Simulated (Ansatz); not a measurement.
ErVO₄ (I4₁/amd, No. 141), treated with LDA (PAW; Ansatz, an electronic-structure program).

Settings: plane-wave cutoff 520 eV, 8×8×8 k mesh, Fermi–Dirac smearing 0.01 eV, spin-polarised with parallel moments, scalar-relativistic PAW data made under PBE.

Computed at the level's own relaxed cell.

Question: Give the computed lattice parameter a, direct gap at Γ, band gap and c axis length.

Answer: 
- lattice parameter a: 7.001 Å
- direct gap at Γ: 0.18 eV
- band gap: 0.11 eV (on the SCF k mesh)
- c axis length: 6.140 Å

Note: the magnetic order was assumed, not searched for or taken from measurement; the 4f shell is treated without U or exact exchange, so its levels and filling can be wrong; without U or exact exchange, gaps and moments of open d shells tend to come out too small.

Spin–orbit coupling is not included; it can close the smallest gap of 0.11 eV.

The computed numbers hold no vibrational or temperature effects.
